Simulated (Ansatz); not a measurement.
## Bulk modulus B0 of TiAl3 (Pm-3m, No. 221, 4 atoms in the cell; start mp-998981; a measured phase of this formula has another space group) at several levels of theory

No measured value is used here.

| level (code) | value (GPa) | cell (Å³/atom) |
|---|---|---|
| LDA (Ansatz) | 118 | 14.96 |
| PBEsol (Ansatz) | 112 | 15.39 |
| r²SCAN (Ansatz) | 116 | 15.48 |

The crystal itself was run without spin with LDA, PBEsol, r²SCAN; a magnetic state was not tried in these runs. LDA, PBEsol, r²SCAN: the run has no spin polarisation, so it can have missed a magnetic state. LDA, PBEsol, r²SCAN: the bulk modulus is −V dP/dV from two relaxed cells at ±2 % in volume. LDA, PBEsol, r²SCAN: the relaxation could not lower the start's symmetry, so the cell can be a saddle point above a distorted one. Each level is taken at its own relaxed cell. Cutoffs differ between the levels. Ansatz's density-functional and Hartree–Fock values are scalar-relativistic unless marked +SOC, with PAW data made under PBE.

A start named mp-… is a Materials Project structure, which need not be a measured phase.

Ansatz is a program for electronic structure.
